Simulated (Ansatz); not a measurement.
**TaGe (model structure, started from the TiAs type, P6₃/mmc, No. 194, 8 atoms in the cell): properties by level of theory**

```csv
level (code),lattice constant a (Å),c axis length (Å)
PBE (Ansatz),…,…
PBEsol (Ansatz),…,12.176
PBE-D3(BJ) (Ansatz),…,…
```

Task: Some entries are withheld; supply them.

Result: 
- PBE (Ansatz, an electronic-structure program), lattice constant a (Å): 3.705
- PBE (Ansatz), c axis length (Å): 12.268
- PBEsol (Ansatz), lattice constant a (Å): 3.656
- PBE-D3(BJ) (Ansatz), lattice constant a (Å): 3.661
- PBE-D3(BJ) (Ansatz), c axis length (Å): 12.202

Ansatz's density-functional and Hartree–Fock values are scalar-relativistic unless marked +SOC, with PAW data made under PBE.

The computed numbers hold no vibrational or temperature effects.

A model structure was made by putting elements into a prototype or built by hand; it is no filed structure, need not be a known phase, and can be a saddle point held by its symmetry.
